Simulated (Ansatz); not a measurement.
# TaN: pressure series

Base system: TaN in the rock salt structure (space group Fm-3m, No. 225; a = 4.417 Å).

Cell and atoms are relaxed at each pressure.

Method: PBE (Ansatz, an electronic-structure program; PAW; 420 eV plane waves; spin-orbit coupling left out).

| P (GPa) | V (Å³/atom) |
|---|---|
| -1.99 | 10.838 |
| -0.99 | 10.805 |
| 1.80 | 10.714 |
| 4.20 | 10.639 |
| 9.00 | 10.498 |
| 18.00 | 10.257 |
| 30.00 | 9.976 |
| 45.00 | 9.673 |
| 60.00 | 9.411 |

A third-order Birch–Murnaghan fit to these points gives V₀ = 10.77 Å³/atom, B₀ = 330 GPa and B₀′ = 4.4. At pressure 60 GPa the volume is 87.4 % of V₀.

Load acts through the strain it causes; cell and atoms are relaxed under it. Whether these cells are dynamically stable was not tested. No other phases were tried under pressure. All final runs are without spin polarisation. This is not the structure that TaN has at room temperature and ambient pressure.
